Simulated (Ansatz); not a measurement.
Results of PBEsol (Ansatz, an electronic-structure program, plane waves, PAW) for InAlSb2 (P-4m2, No. 115, 4 atoms in the cell; start mp-1228890).

Settings: plane-wave cutoff 500 eV, 10×10×6 k mesh (along the axes of the cell as run), Fermi–Dirac smearing 0.05 eV, scalar-relativistic PAW data made under PBE.

Cell (relaxed at this level):

```
CELL_PARAMETERS angstrom
      4.47660     0.00000     0.00000
      0.00000     4.47660     0.00000
      0.00000     0.00000     6.33432
ATOMIC_POSITIONS crystal
  Al 0.00000 0.00000 0.00000
  In 0.50000 0.50000 0.50000
  Sb 0.00000 0.50000 0.23351
  Sb 0.50000 0.00000 0.76649
```

Estimate the band gap that the calculation returns.


* **band gap**: 0.49 eV (on the SCF k mesh)

Note: the relaxation could not lower the start's symmetry, so the cell can be a saddle point above a distorted one.

Spin–orbit coupling is not included; with these elements it can move the gap by several tenths of an eV or more.

Computed values are for the static lattice.

The result took about 6 core-minutes (a rough figure).

A start named mp-… is a Materials Project structure, which need not be a measured phase.
